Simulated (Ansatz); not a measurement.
The starting structures come from a database of crystals and need not be the phases stable at ambient conditions.

# Evanescent states of LaTeCl (P4/nmm, not sure to be the ambient phase, 6 atoms a cell, 28.8 Å³ an atom) along the normal of (001)

Level of theory: r2SCAN (plane waves, PAW; Ansatz, an electronic-structure program).

The gap is the functional's own, uncorrected, and κ follows it; spin-orbit coupling is left out. Mid-gap values are interpolated between the computed energies.

Energies count from the valence-band top; κ is the least over a 8×8 mesh across the current.

```tsv
E (eV)	κ (1/Å)	where
0.04	0.054	Γ
0.10	0.092	Γ
0.17	0.118	Γ
0.24	___	Γ
0.32	___	Γ
0.39	___	Γ
0.46	___	Γ
0.53	___	Γ
0.59	___	Γ
0.67	___	Γ
0.73	___	Γ
0.81	0.199	Γ
0.88	0.157	Γ
0.94	0.096	Γ
```

Question: Some entries are withheld; supply them.

Answer: 
- 0.24, κ (1/Å): 0.137
- 0.32, κ (1/Å): 0.153
- 0.39, κ (1/Å): 0.167
- 0.46, κ (1/Å): 0.179
- 0.53, κ (1/Å): 0.190
- 0.59, κ (1/Å): 0.200
- 0.67, κ (1/Å): 0.209
- 0.73, κ (1/Å): 0.217
